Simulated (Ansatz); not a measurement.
(Zr,Nb)N: NbZrN2

A 16-atom cell of (Zr,Nb)N started in the rock salt structure, site fractions Zr 0.500, Nb 0.500, short-range order -0.33 in the first shell of the mixed sites (0 is random, a negative value favours unlike neighbours), space group P4/mmm at the end, an ordered arrangement that its symmetry holds.

The mixing enthalpy is taken against the end members in the rock salt type (which need not be the stable form of NbN), relaxed in the same cell and mesh, with NbN held in the symmetric form, which may not be a minimum.

These are PBE (plane waves to 420 eV, PAW; Ansatz, a quantum-chemistry and plane-wave program) values and carry that method's errors. Spin–orbit coupling is left out; the runs are not spin-polarised. Its k-point mesh 5×5×5, Fermi–Dirac width 0.05 eV.

The volume per atom is 11.45 Å³ and the N–Zr bonds comes out as 2.254 Å on average, from 2.253 to 2.254 (24). The N–Nb bonds is 2.254 Å on average, from 2.253 to 2.254 (24) and the mixing enthalpy per site of the mixed sublattice comes out as 22 meV. The departure of the mean lattice parameter from Vegard's line is under 0.15 %, inside the noise of the relaxations.

```xyz
16
Lattice="0.0000 4.5082 4.5082 4.5062 0.0000 4.5082 4.5062 4.5082 0.0000" Properties=species:S:1:pos:R:3 pbc="T T T"
Zr     0.0000     0.0000     0.0000
Nb     2.2531     2.2541     0.0000
Nb     2.2531     0.0000     2.2541
Zr     4.5062     2.2541     2.2541
Zr     0.0000     2.2541     2.2541
Nb     2.2531     4.5082     2.2541
Nb     2.2531     2.2541     4.5082
Zr     4.5062     4.5082     4.5082
N      2.2531     2.2541     2.2541
N      4.5062     4.5082     2.2541
N      4.5062     2.2541     4.5082
N      6.7594     4.5082     4.5082
N      2.2531     4.5082     4.5082
N      4.5062     6.7623     4.5082
N      4.5062     4.5082     6.7623
N      6.7594     6.7623     6.7623
```
